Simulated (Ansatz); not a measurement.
System: Pd₃InN (model structure, started from the Ni3MgC type, Pm-3m, No. 221, 5 atoms in the cell). Method: PBEsol in Ansatz (PAW).

Input file:

Ansatz 0.2 input:
```yaml
crystal:
  lattice:
    - [4.1715118317, 0.0, 0.0]
    - [0.0, 4.1715118317, 0.0]
    - [0.0, 0.0, 4.1715118317]
  atoms:
    - { symbol: In, position: [0.0, 0.0, 0.0] }
    - { symbol: Pd, position: [0.0, 0.5, 0.5] }
    - { symbol: Pd, position: [0.5, 0.0, 0.5] }
    - { symbol: Pd, position: [0.5, 0.5, 0.0] }
    - { symbol: N, position: [0.5, 0.5, 0.5] }
basis:
  ecutwfc: 520
  ecutrho_ratio: 4
  xc_grid: 2
kpoints:
  mp_grid: { grid: [14, 14, 14] }
hamiltonian:
  xc: pbesol
  dispersion: none
  pseudopotentials: { kind: paw }
scf:
  occupations: { method: fermi_dirac, width: 0.05 }
output:
  forces: true
  stress: true
  eigenvalues: true
relax:
  f_tol: 0.004
  escape_saddle: false
  max_steps: 80
```

From the output:

```
WARN output.stress: scf.convergence.dr2_threshold = 1e-7 eV (the SCF's general default) is looser than the 5e-10 eV advised for a printed stress (1e-10 eV for …
Relaxation: its limit of steps is 80 (relax.max_steps)
Crystal: 5 atoms, lattice volume = 72.591 Å³
Basis set: ecut = 520 eV, 1935 PW (Γ), exchange–correlation on 64×64×64 points (8 copies of the dense FFT grid, shifted against one another)
Bands: 44, of which v1, the nominal top of the filled ones, is band 36 counted from 1 (35 counted from 0)
Symmetry: 48 space group operations
Space group: Pm-3m (ITA 221), of the structure as read, at distance tolerance 4.2e-5 Å
k-points: 120 of 2744
Functional: x = pbesol(κ = 0.804, μ = 0.12345679012345678), c = pbesol(β = 0.046)
SCF iter   1: F=—  HF=-26624.048507 eV  |F-HF|=—  |Δ(HF+E_count)|=         —  Δρ=8.96e-3  dr2=4.43e-2
SCF iter   2: F=—  HF=-26624.036219 eV  |F-HF|=—  |Δ(HF+E_count)|=   1.23e-2  Δρ=4.37e-3  dr2=1.06e-2
  ...
SCF iter   6: F=—  HF=-26624.032754 eV  |F-HF|=—  |Δ(HF+E_count)|=   1.24e-5  Δρ=1.57e-5  dr2=2.17e-7
SCF iter   7: F=-26624.032754 eV  HF=-26624.032754 eV  |F-HF|=3.40e-9  |Δ(HF+E_count)|=   2.61e-8  Δρ=3.10e-6  dr2=8.02e-9
SCF 1 converged in 7 iterations: F = -26624.032754 eV  dr2 = 8.02e-9
relax step   1: F+E_penalty+E_count = -26624.03275406 eV  Δ(F+E_penalty+E_count) = +0.000e0 eV  max|allowed force component| = 6.863e-29 eV/Å  Δτ_max = 0.0000 Å  (7 SCF iters, accepted)
SCF converged after 7 iterations
Free energy (F): -26624.032754 eV
Internal energy: -26624.020557 eV  (E = F + TS)
E sigma→0 (E₀):  -26624.026656 eV
Fermi energy:    17.387375 eV
--- Forces (eV/Å), atoms counted from 1 ---
  atom   1  In    -0.00000000    -0.00000000    -0.00000000
  atom   2  Pd     0.00000000    -0.00000000     0.00000000
  atom   3  Pd    -0.00000000    -0.00000000     0.00000000
  atom   4  Pd    -0.00000000    -0.00000000     0.00000000
  atom   5  N     -0.00000000     0.00000000     0.00000000
--- Stress (GPa, compression-positive) ---
       -3.472406       0.000000       0.000000
       -0.000000      -3.472406       0.000000
        0.000000       0.000000      -3.472406
  P = ⅓ Tr σ = -3.4724 GPa (-34.724 kbar)
```

The cell is one volume of an energy–volume scan, off the minimum.

The PAW data were made under PBE.

Note: the relaxation could raise the start's symmetry but not lower it, so the cell can be a saddle point.

The result took very roughly 23 core-seconds.

A model structure was made by putting elements into a prototype or built by hand; it is no filed structure, need not be a known phase, and can be a saddle point held by its symmetry.

Ansatz is a program for electronic structure.
